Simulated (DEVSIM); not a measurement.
Device: abrupt Si n-p junction, at 450 K.

Layer 1 from the left is Si, thickness (μm) 69.0, Nd (cm⁻³) 5.5e15, τn (s) 0.00018, τp (s) 0.00018. Layer 2 from the left is Si, thickness (μm) 28.0, Na (cm⁻³) 1.1e14, τn (s) 0.00018, τp (s) 0.00018.

Left contact: ohmic. Right contact: ohmic. Voltage is applied to the left contact. Recombination: SRH at mid-gap, Auger. Mobility is μmin + (μ − μmin)/(1 + (N/Nref)^α).

The device is made up for the run: typed textbook-type constants, with dimensions and the other settings drawn at random. Values at 300 K; Nc and Nv go as T^1.5, mobilities as T to minus their exponent, the gap by Varshni's rule with the affinity fixed.

Si: gap (eV) 1.124, affinity (eV) 4.05, permittivity 11.7, Nc (cm⁻³) 2.86e19, Nv (cm⁻³) 3.1e19, μn (cm²/Vs) 1417, μp (cm²/Vs) 470, μn,min 52, μp,min 45, Nref,n 9.7e16, Nref,p 2.2e17, αn 0.68, αp 0.72, T exponent of μn 2.3, T exponent of μp 2.2, Cn (cm⁶/s) 2.8e-31, Cp (cm⁶/s) 9.9e-32, Varshni α (eV/K) 0.000473, Varshni β (K) 636.

Simulated with DEVSIM: 1D drift-diffusion, Boltzmann statistics, complete ionisation; no tunnelling, impact ionisation, image-force lowering or self-heating.

Q: What does the simulation give for the potential step across the device at zero bias, the dark forward voltage at 1 A/cm², the largest field in the device at zero bias?

A: potential step across the device at zero bias 0.222 V; dark forward voltage at 1 A/cm² 0.208 V; largest field in the device at zero bias 5200 V/cm.
